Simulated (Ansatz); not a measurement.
## Effect of uniaxial strain ε_zz = −1.00 % on MgO

Start from MgO in the rock salt structure (space group Fm-3m, No. 225; a = 4.214 Å). Axes: x, y, z lie along the cube axes.

Perturbation: the cell is compressed by 1.00 % along z with no lateral relaxation, atoms relaxed at fixed cell.

Calculations: PBEsol/PAW in Ansatz (a program for electronic structure), scalar-relativistic without spin-orbit coupling. k-mesh 13×13×13 (Γ-centred); smearing 0.05 eV (Fermi–Dirac).

| quantity | base | changed | shift |
|---|---|---|---|
| volume per atom | 9.35 Å³ | 9.26 Å³ | -0.09 Å³ |
| space group | Fm-3m (No. 225) | I4/mmm (No. 139) | – |
| shortest interatomic distance | 3.982 bohr | 3.942 bohr | -0.040 bohr |
| energy relative to the base (free energy F) | 0 meV/atom | +0.9 meV/atom | +0.9 meV/atom |
| pressure (mean of the normal stresses, compression positive) | 0.01 GPa | 1.66 GPa | +1.65 GPa |
| band gap | 4.62 eV | 4.71 eV | +0.09 eV |
| gap character | direct at Γ | direct at Γ | – |
| electron mass | 0.34 mₑ (at Γ) | 0.34 mₑ (at Γ) | – |
| valence-band top at Γ (three highest levels, from the VBM) | 0.00, 0.00, 0.00 eV | 0.00, 0.00, -0.02 eV | – |
| stress (xx, yy, zz, yz, xz, xy; compression positive) | – | (0.92, 0.92, 3.12, 0.00, 0.00, 0.00) GPa | – |

Masses are band curvatures over ±0.01 Å⁻¹ around the edge. Whether these cells are dynamically stable was not tested. k-point labels follow each cell's own Brillouin zone.
